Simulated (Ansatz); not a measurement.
## Ta: response to strain

Base system: Ta in the bcc (W type) structure (space group Im-3m, No. 229; a = 3.306 Å; relaxed with 0.1 eV smearing).

Strains are applied to the cell and any free atomic positions relax.

Level of theory: r2SCAN (Ansatz, a quantum-chemistry and plane-wave program), without spin-orbit coupling.

Notes on the quantities. energy relative to the base: free energy F.

| case | volume per atom | pressure | energy relative to the base |
|---|---|---|---|
| base | 18.07 Å³ | 0.0 GPa | 0 meV/atom |
| isotropic strain +0.50 % | 18.34 Å³ | (withheld) | +2.5 meV/atom |
| isotropic strain +1.00 % | 18.62 Å³ | -5.7 GPa | +10 meV/atom |
| isotropic strain +1.50 % | 18.89 Å³ | -8.3 GPa | (withheld) |
| isotropic strain +2.00 % | 19.17 Å³ | (withheld) | +39 meV/atom |
| isotropic strain +2.50 % | 19.46 Å³ | -13.1 GPa | +60 meV/atom |
| isotropic strain +3.00 % | 19.74 Å³ | -15.2 GPa | +85 meV/atom |

Question: Complete the table.

Answer: 
- isotropic strain +0.50 %, pressure: -2.9 GPa
- isotropic strain +1.50 %, energy relative to the base: +22 meV/atom
- isotropic strain +2.00 %, pressure: -10.8 GPa

Stability against distortions was not tested. The final runs are not spin-polarised.
